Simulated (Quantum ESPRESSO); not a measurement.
Worked example: self-consistent single point of CuAu (P4/mmm, 2 atoms in the cell) in Quantum ESPRESSO.

Level of theory: PBE, SSSP 1.1.2 efficiency (PBE) pseudopotentials (plane waves; Quantum ESPRESSO 7.5).

```yaml
crystal:
  lattice:
    - [2.80138, 0.00000, 0.00000]
    - [0.00000, 2.80138, 0.00000]
    - [0.00000, 0.00000, 3.51965]
  atoms:
    - { symbol: Cu, position: [0.50000, 0.50000, 0.50000] }
    - { symbol: Au, position: [0.00000, 0.00000, 0.00000] }
```

Reference input (self-consistent single point, DFT, PBE, plane waves, SSSP 1.1.2 efficiency (PBE) pseudopotentials): ecutwfc = 60 Ry; ecutrho = 480 Ry; occupations = smearing; smearing = marzari-vanderbilt; degauss = 0.0036749 Ry; potentials = {Cu: Cu_pbe_v1.2.uspp.F.UPF, Au: Au_ONCV_PBE-1.0.oncvpsp.upf}; K_POINTS = automatic 9 9 8 0 0 0; conv_thr = 1e-10 Ry; mixing_beta = 0.4. This run's input differs from it in these lines:

```diff
@@ -30,3 +30,3 @@
 K_POINTS automatic
-9 9 8  0 0 0
+18 18 15  0 0 0
 CELL_PARAMETERS alat
```

Output (repeated stretches shortened):

```
     Self-consistent Calculation

     iteration #  1     ecut=    60.00 Ry     beta= 0.40

     total energy              =    -678.11826391 Ry
     estimated scf accuracy    <       1.04711801 Ry

     iteration #  2     ecut=    60.00 Ry     beta= 0.40

     total energy              =    -678.24170682 Ry
     estimated scf accuracy    <       1.02357085 Ry

     iteration #  3     ecut=    60.00 Ry     beta= 0.40

     total energy              =    -678.45052929 Ry
     estimated scf accuracy    <       0.13662086 Ry

   [... 11 blocks of this kind left out ...]

     iteration # 15     ecut=    60.00 Ry     beta= 0.40

     total energy              =    -678.45971690 Ry
     estimated scf accuracy    <          2.1E-10 Ry

     iteration # 16     ecut=    60.00 Ry     beta= 0.40
     End of self-consistent calculation

     Number of k-points >= 100: set verbosity='high' to print the bands.

     the Fermi energy is    20.0429 ev

!    total energy              =    -678.45971690 Ry
     estimated scf accuracy    <          1.4E-11 Ry
     smearing contrib. (-TS)   =       0.00000620 Ry
     internal energy E=F+TS    =    -678.45972309 Ry

     convergence has been achieved in  16 iterations

     Forces acting on atoms (cartesian axes, Ry/au):

     atom    1 type  1   force =     0.00000000    0.00000000    0.00000000
     atom    2 type  2   force =     0.00000000    0.00000000    0.00000000

     Total force =     0.000000     Total SCF correction =     0.000000

          total   stress  (Ry/bohr**3)                   (kbar)     P=      142.13
   0.00096931   0.00000000   0.00000000          142.59        0.00        0.00
   0.00000000   0.00096931   0.00000000            0.00      142.59        0.00
   0.00000000   0.00000000   0.00095989            0.00        0.00      141.20

   JOB DONE.
```

The run converged in 16 iterations. Against the reference run the free energy goes up by 2.4 meV/atom and the pressure goes from 13.85 to 14.21 GPa.

The starting cell comes from a database of computed structures (which also holds hypothetical and non-ambient phases and stackings), without a prior relaxation at this level. Its lattice was rescaled by a random factor within 2.5 % of one. Spin polarisation is off. With a pressure of about 14 GPa the cell is away from its equilibrium volume at this level.

Cost on one core of a shared machine: roughly 4 min.
